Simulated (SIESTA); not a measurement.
# SIESTA run on Al (Fm-3m, 1 atom in the cell): self-consistent single point

Method: GGA PBE, numerical atomic orbitals TZP, PseudoDojo PBE standard norm-conserving potentials (rewritten from UPF to PSML) in SIESTA.

Input:

```
# files in the folder: Al.psml (PseudoDojo PBE standard)
SystemName  Al
SystemLabel al

NumberOfAtoms                1
NumberOfSpecies              1
%block ChemicalSpeciesLabel
  1 13 Al
%endblock ChemicalSpeciesLabel
LatticeConstant              1.0 Bohr
%block LatticeVectors
     0.000000000    3.896377163    3.896377163
     3.896377163    0.000000000    3.896377163
     3.896377163    3.896377163    0.000000000
%endblock LatticeVectors
AtomicCoordinatesFormat      Ang
%block AtomicCoordinatesAndAtomicSpecies
     0.000000000    0.000000000    0.000000000  1
%endblock AtomicCoordinatesAndAtomicSpecies

XC.functional                GGA
XC.authors                   PBE
PAO.BasisSize                TZP
PAO.EnergyShift              0.005 Ry
MeshCutoff                   350 Ry
%block kgrid.MonkhorstPack
   11   0   0  0.0
    0  11   0  0.0
    0   0  11  0.0
%endblock kgrid.MonkhorstPack
OccupationFunction           MP
OccupationMPOrder            0
ElectronicTemperature        50.0 meV

MaxSCFIterations             150
SCF.Mixer.Method             Pulay
SCF.Mixer.Weight             0.1
SCF.Mixer.History            8
SCF.DM.Tolerance             1.0E-04
Diag.ParallelOverK           true
WriteForces                  true
```

The program printed (abridged):

```
reinit: Reading from file input.fdf

reinit: System Name: Al
reinit: System Label: al

coor:   Atomic-coordinates input format  =     Cartesian coordinates
coor:                                          (in Angstroms)

siesta: Atomic coordinates (Bohr) and species
siesta:      0.00000   0.00000   0.00000  1        1

siesta: System type = bulk

initatomlists: Number of atoms, orbitals, and projectors:      1    17    18

siesta: ******************** Simulation parameters ****************************
redata: Spin configuration                          = none
redata: Time-Reversal Symmetry                      = T
redata: Number of Atomic Species                    =        1
redata: Mesh Cutoff                                 =   350.0000 Ry
redata: Net charge of the system                    =     0.0000 |e|
redata: Min. number of SCF Iter                     =        0
redata: Max. number of SCF Iter                     =      150
redata: SCF convergence failure will abort job
redata: SCF mix quantity                            = Hamiltonian
redata: Mix DM or H after convergence               =   F
redata: Recompute H after scf cycle                 =   F
redata: Mix DM in first SCF step                    =   T
redata: No kicks to SCF
redata: DM Mixing Weight for Kicks                  =     0.5000
redata: Require Harris convergence for SCF          =   F
redata: Harris energy tolerance for SCF             =     0.000100 eV
redata: Require DM convergence for SCF              =   T
redata: DM tolerance for SCF                        =     0.000100
redata: Require EDM convergence for SCF             =   F
redata: EDM tolerance for SCF                       =     0.001000 eV
redata: Require H convergence for SCF               =   T
redata: Hamiltonian tolerance for SCF               =     0.001000 eV
redata: Require (free) Energy convergence for SCF   =   F
redata: (free) Energy tolerance for SCF             =     0.000100 eV
redata: Using DFT-D3 dispersion                     =   F
redata: Using Saved Data (generic)                  =   F
redata: Method of Calculation                       = Diagonalization
redata: Electronic Temperature                      =   580.2259 K
redata: Number of TDED substeps                     =        3
redata: Dynamics option                             = Single-point calculation
redata: Save all siesta data in one NC              =   F
redata: ***********************************************************************

%block SCF.Mixers
  Pulay
%endblock SCF.Mixers

%block SCF.Mixer.Pulay
  # Mixing method
  method pulay
  variant stable

  # Mixing options
  weight 0.1000
  weight.linear 0.1000
  history 8
%endblock SCF.Mixer.Pulay

DM_history_depth set to one: no extrapolation allowed by default for geometry relaxation
Size of DM history Fstack: 1
Total number of electrons:     3.000000
Total ionic charge:     3.000000

* ProcessorY, Blocksize:    1  18

* Orbital distribution balance (max,min):    17    17

 Kpoints in:          726 . Kpoints trimmed:          666

siesta: k-grid: Number of k-points = 666
siesta: k-points from Monkhorst-Pack grid
siesta: k-cutoff (effective) =    16.038 Ang
siesta: k-point supercell and displacements
siesta: k-grid:    11     0     0      0.000
siesta: k-grid:     0    11     0      0.000
siesta: k-grid:     0     0    11      0.000

diag: Algorithm                                     = D&C
diag: Parallel over k                               =   F
diag: Use parallel 2D distribution                  =   F
diag: Parallel block-size                           = 18
diag: Parallel distribution                         =     1 x     1
diag: Used triangular part                          = Lower
diag: Absolute tolerance                            =  0.100E-15
diag: Orthogonalization factor                      =  0.100E-05
diag: Memory factor                                 =  1.0000

superc: Internal auxiliary supercell:     9 x     9 x     9  =     729
superc: Number of atoms, orbitals, and projectors:    729  12393  13122

                        Single-point calculation

superc: Internal auxiliary supercell:     9 x     9 x     9  =     729
superc: Number of atoms, orbitals, and projectors:    729  12393  13122

outcell: Unit cell vectors (Ang):
        0.000000    2.061874    2.061874
        2.061874    0.000000    2.061874
        2.061874    2.061874    0.000000

outcell: Cell vector modules (Ang)   :    2.915930    2.915930    2.915930
outcell: Cell angles (23,13,12) (deg):     60.0000     60.0000     60.0000
outcell: Cell volume (Ang**3)        :     17.5314
new_DM -- step:     1
Initializing Density Matrix...

Attempting to read DM from file... Failed...
DM filled with atomic data:

InitMesh: MESH = 30 x 30 x 30 = 27000
InitMesh: Mesh cutoff (required, used) =   350.000   438.815 Ry

stepf: Methfessel-Paxton step function
       Using Hermite-Gauss polynomials of order  0

        iscf     Eharris(eV)        E_KS(eV)     FreeEng(eV)     dDmax    Ef(eV) dHmax(eV)
   scf:    1      -59.995018      -63.013975      -63.015468  1.784228 -5.169075  0.080171
   scf:    2      -63.014477      -63.014226      -63.015723  0.002852 -5.173193  0.071690
   scf:    3      -63.016201      -63.015240      -63.016747  0.023270 -5.209053  0.000692
   scf:    4      -63.015240      -63.015240      -63.016747  0.000223 -5.209034  0.000270
   scf:    5      -63.015240      -63.015240      -63.016747  0.000171 -5.209131  0.000008
   scf:    6      -63.015240      -63.015240      -63.016747  0.000004 -5.209129  0.000000

SCF Convergence by DM+H criterion
max |DM_out - DM_in|         :     0.0000038585
max |H_out - H_in|      (eV) :     0.0000000980
SCF cycle converged after 6 iterations

Using DM_out to compute the final energy and forces

siesta: E_KS(eV) =              -63.0152

siesta: E_KS - E_eggbox =       -63.0152

siesta: Atomic forces (eV/Ang):
     1    0.000000    0.000000    0.000000
   Tot    0.000000    0.000000    0.000000
   Max    0.000000
   Res    0.000000    sqrt( Sum f_i^2 / 3N )
   Max    0.000000    constrained

Stress tensor Voigt[x,y,z,yz,xz,xy] (kbar):       39.20       39.20       39.20       -0.00       -0.00       -0.00
(Free)E + p*V (eV/cell)      -63.4457
Target enthalpy (eV/cell)      -63.0167

siesta: Program's energy decomposition (eV):
siesta: Ebs     =       -28.530475
siesta: Eions   =       144.230376
siesta: Ena     =        74.536538
siesta: Ekin    =        22.213743
siesta: Enl     =        10.149765
siesta: Eso     =         0.000000
siesta: Edftu   =         0.000000
siesta: DEna    =         3.268715
siesta: DUscf   =         0.081961
siesta: DUext   =         0.000000
siesta: Ex      =       -24.770527
siesta: Ec      =        -4.265058
siesta: Exc     =       -29.035585
siesta: Eharris =       -63.015240
siesta: Etot    =       -63.015240
siesta: FreeEng =       -63.016747

siesta: Stress tensor (static) (eV/Ang**3):
siesta:     0.024468   -0.000000   -0.000000
siesta:    -0.000000    0.024468   -0.000000
siesta:    -0.000000   -0.000000    0.024468

siesta: Cell volume =         17.531390 Ang**3

siesta: Pressure (static):
siesta:                Solid            Molecule  Units
siesta:          -0.00026649         -0.00026649  Ry/Bohr**3
siesta:          -0.02446823         -0.02446823  eV/Ang**3
siesta:         -39.20242957        -39.20242957  kBar
```

The run converged in 6 iterations.

The starting cell comes from a database of computed structures (which also holds hypothetical and non-ambient phases and stackings), without a prior relaxation at this level. Its lattice was rescaled by a random factor within 2.5 % of one. Values carry the incompleteness of an atom-centred basis. With a pressure of about -4 GPa the cell is away from its equilibrium volume at this level.

Cost on one core of a shared machine: roughly 30 s.
